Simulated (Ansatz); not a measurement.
Base system: LiNbO3 (space group R3c, No. 161; a = 5.1368 Å, c = 13.8871 Å (hexagonal axes)).

Structures relaxed with r2SCAN, PAW, 500 eV (Ansatz, a program for electronic structure; without spin-orbit coupling), earlier PAW set.

Base:

Simulated powder pattern, Cu Kα1, λ = 1.54056 Å (kinematic, ideal powder, no thermal factors, no anomalous dispersion; the 8 strongest lines at most, above 2 %, up to 2θ = 90°):

```tsv
2θ (°)	I/Imax (%)	hkl
23.73	100	(012)
32.69	39	(104)
34.90	23	(110)
42.65	13	(202)
48.57	19	(024)
53.23	27	(116)
56.25	16	(122)
61.20	15	(214)
```

One thing is altered: every lattice vector is stretched by 3.08 %; the atoms relax in the strained cell.

Q: Predict the new powder pattern.

A: 
Simulated powder pattern, Cu Kα1, λ = 1.54056 Å (kinematic, ideal powder, no thermal factors, no anomalous dispersion; the 8 strongest lines at most, above 2 %, up to 2θ = 90°):

| 2θ (°) | I/Imax (%) | hkl |
|---|---|---|
| 23.02 | 100 | (012) |
| 31.69 | 36 | (104) |
| 33.83 | 22 | (110) |
| 47.03 | 20 | (024) |
| 51.52 | 25 | (116) |
| 54.42 | 16 | (122) |
| 59.18 | 14 | (214) |
| 60.52 | 10 | (300) |

The indices refer to the base's conventional cell; one index is shown for lines that coincide.

No phonon test of stability was made.
